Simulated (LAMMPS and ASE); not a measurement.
Interatomic potentials scored against PBE on 6 thermal frames of Ge2Sb2Te5 melt or glass, 63 atoms, from CHGNet MD at 810 K and 0 GPa (started from the melt; by its diffusion the run was liquid).

Reference: DFT, PBE, plane waves, Ansatz's soft norm-conserving pseudopotentials, run with Ansatz at one k-point, whose own sampling error enters the misses (most for metals); rms force 0.56 eV/Å, static pressure 0.6 GPa, which carries the basis error of a finite cutoff. Potentials ran in LAMMPS and ASE. The frames were drawn by MD with CHGNet 0.3.0, so they lie where that potential goes, which can favour it. The MPtrj networks were trained on PBE and PBE+U, and their training set holds relaxations of crystals, many of these compositions among them. Potentials trained on another functional, or fitted to measurement, also carry the gap between that and the reference.

- CHGNet r2SCAN: CHGNet transfer-learned on r2SCAN data
- CHGNet 0.3.0: CHGNet 0.3.0, trained on MPtrj (PBE and PBE+U)
- SevenNet-0: SevenNet-0, trained on MPtrj
- SevenNet-l3i5: SevenNet-l3i5, trained on MPtrj

| potential | force RMSE (eV/Å) | RMSE over rms force | force correlation | relative energy RMSE (meV/atom) | static pressure miss (GPa) |
|---|---|---|---|---|---|
| SevenNet-l3i5 | 0.21 | 0.39 | 0.92 | 8.5 | -0.2 |
| SevenNet-0 | 0.26 | 0.46 | 0.89 | 8.8 | -0.7 |
| CHGNet 0.3.0 | 0.36 | 0.64 | 0.77 | 7.9 | -0.9 |
| CHGNet r2SCAN | 0.50 | 0.89 | 0.45 | 7.7 | -1.7 |
